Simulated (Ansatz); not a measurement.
CdS in the zinc blende structure (space group F-43m, No. 216)

```
CdS
1.0
    0.00000     2.87831     2.87831
    2.87831     0.00000     2.87831
    2.87831     2.87831     0.00000
Cd S
1 1
Direct
  0.00000   0.00000   0.00000
  0.25000   0.25000   0.25000
```

Calculations: LDA in Ansatz (plane waves to 420 eV, PAW, spin-orbit coupling left out). Settings: 10×10×10 k-points, 0.05 eV Fermi–Dirac smearing.

| Quantity | Value |
|---|---|
| Volume per atom | 23.85 Å³ |
| Density | 5.03 g/cm³ |
| Band gap | 0.95 eV, direct at Γ |
| Electron mass | 0.10 mₑ |
| Hole mass (degenerate bands, along [100]) | 0.11, 0.71, 0.71 mₑ |
| Lowest conduction-band minima above the VBM | Γ 0.95 eV |
| Total energy | -4494.323 eV/atom (σ→0; compares only within this code and set-up) |

Effective masses come from finite differences of ±0.01 Å⁻¹. No phonon test of stability was made.

Ansatz is an electronic-structure program.
